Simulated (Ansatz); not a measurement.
Functionals compared on the (100) surface of double perovskite Cs2AgBiBr6 in its 1x1 cell (cut with top plane 2 Br + 2 Cs, bottom plane 2 Br + 2 Cs), relaxed from an ideal cut (the real face may reconstruct), outermost plane spacing 2.89 Å in the ideal cut (one of several cuts of this face), with 2 Cs, 2 Br a cell over the bulk's ratio, in Ansatz (plane waves, PAW). The structure was relaxed with PBE; the other rows are single points on it, each with its references at the same level. Cutoff 420 eV (500 eV for r2SCAN). HSE06 used the coarser mesh 2x2x1.

Set-up: 24 atoms, Ag2Bi2Br14Cs6, 11.5 Å thick at the start; mesh 3x3x1; 0.025 eV smearing; dipole correction on; all atoms relaxed; start symmetry kept, larger cells not searched; no spin, no spin-orbit, no U. These notes are the PBE run's.

```tsv
functional	ionisation potential (eV)	rough cost of the single point
PBE	4.90	–
LDA	5.13	around 110 core-seconds (rough)
PBEsol	[?]	about 110 core-seconds (a rough figure)
RPBE	4.83	roughly 110 core-seconds
r2SCAN	5.15	roughly 3 core-minutes
HSE06	5.57	about 50 core-minutes (a rough figure)
```

### Question
Fill in the missing entries.

### Answer

- PBEsol, ionisation potential (eV): 4.92

Ansatz is a first-principles code.
